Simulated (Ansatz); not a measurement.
## Os: response to strain

The parent structure is Os in the fcc (Cu type) structure (space group Fm-3m, No. 225; a = 3.821 Å; relaxed with 0.1 eV smearing). Axes: x, y, z lie along the cube axes.

Strains are applied to the cell and any free atomic positions relax; under biaxial strain the out-of-plane vector relaxes too; under stress the whole cell relaxes.

All numbers come from Ansatz (a program for electronic structure) PBEsol, no SOC.

Notes on the quantities. energy relative to the base: free energy F.

```tsv
variant	shortest interatomic distance	energy relative to the base
base	2.702 Å	0 meV/atom
biaxial strain −0.48 %, plane normal [111], relaxed out of plane	2.689 Å	+2.0 meV/atom
uniaxial strain ε_xx = +1.91 %	2.702 Å	+10 meV/atom
tensor shear ε_yz = −1.80 %	2.653 Å	+19 meV/atom
tensor shear ε_xy = −1.51 %	2.661 Å	+14 meV/atom
uniaxial stress, 8 GPa compression along x	2.687 Å	+5.7 meV/atom
uniaxial stress, 2 GPa compression along z	2.698 Å	+0.4 meV/atom
```

Stability under load was not tested beyond the relaxation. The final runs are not spin-polarised. This is not the structure that Os has at room temperature and ambient pressure.
